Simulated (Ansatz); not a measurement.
## A computed series for In2O3: pressure series

Take In2O3 in the corundum structure (space group R-3c, No. 167; a = 5.5126 Å, c = 14.5353 Å (hexagonal axes)) as the base.

Cell and atoms are relaxed at each pressure.

Level of theory: DFT with PBEsol, PAW potentials and a 420 eV plane-wave cutoff in Ansatz (an electronic-structure program), no spin-orbit coupling.

| variant | band gap | density | c/a ratio |
|---|---|---|---|
| base | 1.11 eV | 7.23 g/cm³ | 2.637 |
| pressure −2 GPa | 1.04 eV | 7.14 g/cm³ | 2.645 |
| pressure −1 GPa | 1.08 eV | 7.19 g/cm³ | 2.641 |
| pressure 0.3 GPa | 1.12 eV | 7.24 g/cm³ | 2.636 |
| pressure 5 GPa | 1.28 eV | 7.44 g/cm³ | 2.614 |
| pressure 7.5 GPa | 1.36 eV | 7.54 g/cm³ | 2.602 |

Load acts through the strain it causes; cell and atoms are relaxed under it. Stability against distortions was not tested. No other phases were tried under pressure.
